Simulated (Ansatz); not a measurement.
The structure below was relaxed with Ansatz (a first-principles code) r2SCAN, scalar-relativistic without spin-orbit coupling.

Space group Pnma (No. 62); a = 4.843 Å, b = 2.786 Å, c = 4.841 Å, α = β = γ = 90.00°

```tsv
atom	site	symmetry	x	y	z
Ni	4c	.m.	0.4900	0.2500	0.2690
C	4c	.m.	0.2272	0.2500	0.5819
```

### Question
Write out a cell with all atoms.

### Answer
```
NiC
1.0
    4.84332     0.00000     0.00000
    0.00000     2.78563     0.00000
    0.00000     0.00000     4.84081
Ni C
4 4
Direct
  0.99005   0.25000   0.23102
  0.49005   0.25000   0.26898
  0.00995   0.75000   0.76898
  0.50995   0.75000   0.73102
  0.22723   0.25000   0.58186
  0.72723   0.25000   0.91814
  0.77277   0.75000   0.41814
  0.27277   0.75000   0.08186
```
This is the conventional cell.

Whether these cells are dynamically stable was not tested. Starting moments died away, wholly or in part, for Ge → C; another magnetic solution may exist. The final runs are not spin-polarised. The cell was made from NiGe by this change: Ge → C; the result is a hypothetical phase, not in the database extracts checked.
